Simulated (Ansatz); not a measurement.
# One base run on Hf2BIr6 (P4/mmm, 9 atoms in the cell) and variants with one or two settings moved

```yaml
crystal:
  lattice:
    - [4.03698, 0.00000, 0.00000]
    - [0.00000, 4.03698, 0.00000]
    - [0.00000, 0.00000, 7.88979]
  atoms:
    - { symbol: Hf, position: [0.00000, 0.00000, 0.73623] }
    - { symbol: Hf, position: [0.00000, 0.00000, 0.26377] }
    - { symbol: B, position: [0.50000, 0.50000, 0.00000] }
    - { symbol: Ir, position: [0.00000, 0.50000, 0.00000] }
    - { symbol: Ir, position: [0.50000, 0.00000, 0.00000] }
    - { symbol: Ir, position: [0.00000, 0.50000, 0.50000] }
    - { symbol: Ir, position: [0.50000, 0.00000, 0.50000] }
    - { symbol: Ir, position: [0.50000, 0.50000, 0.73927] }
    - { symbol: Ir, position: [0.50000, 0.50000, 0.26073] }
```

Base run A: PBEsol, default PAW files made with PBE (Ansatz, a quantum-chemistry and plane-wave program), self-consistent single point.

Its settings: basis.ecutwfc = 420 eV; kpoints.mp_grid.grid = 5 5 3; hamiltonian.xc = pbesol; hamiltonian.pseudopotentials = {kind: paw} (the program's default PAW files); scf.occupations.method = fermi_dirac; scf.occupations.width = 0.136 eV.

The starting cell comes from a database of computed structures (which also holds hypothetical and non-ambient phases and stackings), without a prior relaxation at this level. Its lattice was rescaled by a random factor within 2.5 % of one. Spin polarisation is off. In the base run, with a pressure of about 3 GPa the cell is away from its equilibrium volume at this level. Ansatz's pressure includes its estimate of the finite-basis (Pulay) stress.

ΔF is the free energy per atom less that of run A. 

| run | change | ΔF (meV/atom) | pressure (GPa) | largest force (eV/Å) | k-points | valence electrons |
|---|---|---|---|---|---|---|
| A | base | 0.00 | 3.14 | 0.212 | 12 | 157 |
| B | 1 x 2 x 1 supercell, mesh divided and rounded up; kpoints.mp_grid.grid: 5 5 3 → 5 3 3 | -0.15 | 3.12 | 0.215 | 12 | 314 |
| C | crystal.symmetry.detect: default → false | 0.00 | 3.14 | 0.212 | 38 | 157 |
| D | scf.occupations.width: 0.136 eV → 0.3 eV | -46.6 | 4.07 | 0.267 | 12 | 157 |
| E | kpoints.mp_grid.grid: 5 5 3 → 3 3 2; kpoints.mp_grid.shift: default → 0.5 0.5 0.5 | 9.3 | 3.07 | 0.153 | 3 | 157 |
| F | scf.mixing.preconditioner: default (the program chose Kerker) → kerker; scf.mixing.q_tf: default → 3 | 0.00 | 3.14 | 0.212 | 12 | 157 |
| G | scf.mixing.algorithm: default (the program chose MSR1) → broyden; scf.mixing.beta: default → 0.2 | 0.00 | 3.14 | 0.212 | 12 | 157 |
| H | scf.mixing.algorithm: default (the program chose MSR1) → anderson; scf.mixing.ndim: default → 1 | 0.00 | 3.14 | 0.212 | 12 | 157 |

Run D against A: The free energy goes down by 46.6 meV/atom, the pressure goes from 3.14 to 4.07 GPa and the largest force goes from 0.212 to 0.267 eV/Å.

Run E against A: The free energy rises by 9.3 meV/atom, the pressure stays near 3.07 GPa while the zz stress (positive for compression) goes from 2.57 to 3.93 GPa and the largest force goes from 0.212 to 0.153 eV/Å.

Keys are those of Ansatz 0.2.
